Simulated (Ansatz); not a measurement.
# Effect of tensor shear ε_xy = −3.72 % on CsSnI3

The parent structure is CsSnI3 in the cubic perovskite structure (space group Pm-3m, No. 221; a = 6.2244 Å). Axes: x, y, z lie along the cube axes.

The change: tensor shear ε_xy = −3.72 % (engineering shear γ = -0.0744); the atoms relax in the strained cell.

Calculations: r2SCAN/PAW in Ansatz (a first-principles code), no spin-orbit coupling. k-mesh 6×6×6 (Γ-centred); smearing 0.05 eV (Fermi–Dirac).

```json
[
 {"quantity": "space group", "base": "Pm-3m (No. 221)", "changed": "Cmmm (No. 65)", "shift": "–"},
 {"quantity": "shortest interatomic distance", "base": "311.2 pm", "changed": "311.2 pm", "shift": "0.0 pm"},
 {"quantity": "energy relative to the base (free energy F)", "base": "0 meV/atom", "changed": "+4.5 meV/atom", "shift": "+4.5 meV/atom"},
 {"quantity": "pressure (mean of the normal stresses, compression positive)", "base": "0.00 GPa", "changed": "0.03 GPa", "shift": "+0.03 GPa"},
 {"quantity": "band gap", "base": "0.46 eV", "changed": "0.39 eV", "shift": "-0.07 eV"},
 {"quantity": "gap character", "base": "–", "changed": "direct at T", "shift": "–"},
 {"quantity": "stress (xx, yy, zz, yz, xz, xy; compression positive)", "base": "–", "changed": "(0.05, 0.05, 0.00, 0.00, 0.00, 0.41) GPa", "shift": "–"}
]
```

Spin-orbit coupling, missing from the scalar runs, can matter with I. Whether these cells are dynamically stable was not tested. Many cubic perovskites are stable only at high temperature; tilts and polar distortions were not tested. k-point labels follow each cell's own Brillouin zone.
